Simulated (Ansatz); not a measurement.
## Hypothetical P6_422 AlP under a change: pressure 10 GPa

The reference is AlP (space group P6_422, No. 181; a = 3.8509 Å, c = 8.6903 Å; a hypothetical phase, not in the database extracts checked).

Now apply this change: a hydrostatic pressure of 10 GPa.

Method: Ansatz (an electronic-structure program), PBE, PAW, cutoff 420 eV, no spin-orbit coupling. Γ-centred 10×10×4 mesh, Fermi–Dirac width 0.05 eV.

- Volume per atom: 16.98 Å³ (base 18.60 Å³)
- Density: 2.83 g/cm³ (base 2.59 g/cm³)
- Lattice parameter a: 3.722 Å (base 3.851 Å)
- c/a ratio: 2.281 (base 2.257)
- Shortest interatomic distance: 2.338 Å (base 2.409 Å)
- Enthalpy H = E + PV relative to the base's energy: +1.11 eV/atom
- Band gap: 0.80 eV (base 0.95 eV)
- Gap character: indirect, Γ → M (base indirect, Γ → M)
- Smallest direct gap: 2.06 eV (base 2.03 eV)
- Mean gap deformation potential ΔEg/Δln V: +1.7 eV
- Hole mass: 2.8 mₑ along c, 0.32 mₑ across (at Γ)
- Valence-band top at Γ (three highest levels, from the VBM): 0.00, -0.05, -0.35 eV (base 0.00, -0.06, -0.35 eV)

Cost of the whole job for the changed cell (relaxation, final SCF and bands): about 90 core-seconds (a rough figure).

Load acts through the strain it causes; cell and atoms are relaxed under it. Masses are band curvatures over ±0.01 Å⁻¹ around the edge. Stability against distortions was not tested. Competing high-pressure phases were not computed. The base started in P3_121 and relaxed to P6_422 at this level.
